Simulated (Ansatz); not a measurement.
Results of HSE06+SOC (Ansatz, a quantum-chemistry and plane-wave program, PAW) for LiSrH3 (model structure, started from the BaLiH3 type, Pm-3m, No. 221, 5 atoms in the cell).

Numerical settings: plane-wave cutoff 460 eV, 6×6×6 k mesh, Fermi–Dirac smearing 0.01 eV, PAW data made under PBE.

Cell (relaxed with PBEsol):

```
CELL_PARAMETERS angstrom
      3.75239     0.00000     0.00000
      0.00000     3.75239     0.00000
      0.00000     0.00000     3.75239
ATOMIC_POSITIONS crystal
  Sr 0.00000 0.00000 0.00000
  Li 0.50000 0.50000 0.50000
  H  0.50000 0.00000 0.50000
  H  0.00000 0.50000 0.50000
  H  0.50000 0.50000 0.00000
```

**Question.** Give the computed band gap, smallest direct gap on the k points sampled and Γ–Γ gap.

**Answer.** 
- band gap = 2.79 eV (on the SCF k mesh) (indirect)
- smallest direct gap on the k points sampled = 3.94 eV
- Γ–Γ gap = 7.94 eV

Note: the relaxation could raise the start's symmetry but not lower it, so the cell can be a saddle point; cell and atoms aren't relaxed at this level (pressure 1.4 GPa).

Static lattice: no zero-point or thermal effects.

The result took about 5 core-minutes (a rough figure).

A model structure was made by putting elements into a prototype or built by hand; it is no filed structure, need not be a known phase, and can be a saddle point held by its symmetry.
